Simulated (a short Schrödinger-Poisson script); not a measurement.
System: gated In0.52Al0.48As/In0.53Ga0.47As δ-doped gas in a quantum well, at 20 K.

```csv
layer,material,thickness (nm),Na (cm⁻³)
1,In0.52Al0.48As,8,-
2,In0.52Al0.48As,5,-
3,In0.53Ga0.47As,8,-
4,In0.52Al0.48As,4000,3e14
```

The device is made up for the run: typed textbook-type constants, with dimensions and the other settings drawn at random. In0.52Al0.48As: permittivity 12.5, conduction-band edge (eV) 0.52, gap (eV) 1.45, electron mass (mₑ) 0.075, Nv at 300 K (cm⁻³) 1.1e19. In0.53Ga0.47As: permittivity 13.9, conduction-band edge (eV) 0, gap (eV) 0.74, Nv at 300 K (cm⁻³) 7.7e18.

Channel valleys (confinement mass, in-plane density-of-states mass, number): Γ 0.041, 0.041, 1. At the gate the conduction-band edge of layer 1 lies 0.65 eV − eVg above the Fermi level of the channel; the field vanishes at the back. Sheet of ionised δ-doping: +3.9e12 e/cm² at 8 nm from the gate. The barrier under the gate holds no holes. Gaps are held at their typed values at every temperature. Mesh 0.08 nm at interfaces.

Solved with a short Schrödinger-Poisson script written for these runs: 1D Poisson equation in equilibrium, electrons quantum, Hartree (BenDaniel-Duke, 40 states a valley, the channel's in-plane mass for all, wave functions free to enter the barrier), parabolic valleys, classical holes, full ionisation, no traps, pinning or gate leakage.

The same stack at other levels of the model or other numerical settings:

```json
[
 {"run": "base", "sheet density of all electrons at Vg = 0.4 V (cm⁻²)": "2.30e12", "sheet density of all electrons at Vg = -0.1 V (cm⁻²)": "4.89e11", "capacitance at Vg = 0.4 V (μF/cm²)": "0.590", "centroid of the channel electrons at Vg = 0.4 V (nm)": "3.49", "rough cost against the base": "about 1"},
 {"run": "electrons treated as classical, Boltzmann", "sheet density of all electrons at Vg = 0.4 V (cm⁻²)": "3.65e12", "sheet density of all electrons at Vg = -0.1 V (cm⁻²)": "1.03e12", "capacitance at Vg = 0.4 V (μF/cm²)": "…", "centroid of the channel electrons at Vg = 0.4 V (nm)": "0.29", "rough cost against the base": "0.03"},
 {"run": "electrons treated as classical, Fermi-Dirac", "sheet density of all electrons at Vg = 0.4 V (cm⁻²)": "2.38e12", "sheet density of all electrons at Vg = -0.1 V (cm⁻²)": "6.03e11", "capacitance at Vg = 0.4 V (μF/cm²)": "0.596", "centroid of the channel electrons at Vg = 0.4 V (nm)": "…", "rough cost against the base": "0.1"},
 {"run": "electrons treated as quantum, Hartree plus LDA exchange-correlation", "sheet density of all electrons at Vg = 0.4 V (cm⁻²)": "2.36e12", "sheet density of all electrons at Vg = -0.1 V (cm⁻²)": "…", "capacitance at Vg = 0.4 V (μF/cm²)": "0.596", "centroid of the channel electrons at Vg = 0.4 V (nm)": "3.47", "rough cost against the base": "1"},
 {"run": "mesh six times as coarse", "sheet density of all electrons at Vg = 0.4 V (cm⁻²)": "2.30e12", "sheet density of all electrons at Vg = -0.1 V (cm⁻²)": "4.86e11", "capacitance at Vg = 0.4 V (μF/cm²)": "0.590", "centroid of the channel electrons at Vg = 0.4 V (nm)": "3.47", "rough cost against the base": "0.2"},
 {"run": "one subband a valley", "sheet density of all electrons at Vg = 0.4 V (cm⁻²)": "2.30e12", "sheet density of all electrons at Vg = -0.1 V (cm⁻²)": "4.89e11", "capacitance at Vg = 0.4 V (μF/cm²)": "0.590", "centroid of the channel electrons at Vg = 0.4 V (nm)": "3.49", "rough cost against the base": "0.3"}
]
```

Question: What belongs in the gaps?

Answer: 
- electrons treated as classical, Fermi-Dirac, centroid of the channel electrons at Vg = 0.4 V (nm): 3.41
- electrons treated as quantum, Hartree plus LDA exchange-correlation, sheet density of all electrons at Vg = -0.1 V (cm⁻²): 5.27e11
- electrons treated as classical, Boltzmann, capacitance at Vg = 0.4 V (μF/cm²): 0.844

The classical rows ignore confinement, and Boltzmann statistics overrate the density once the band edge passes the Fermi level.
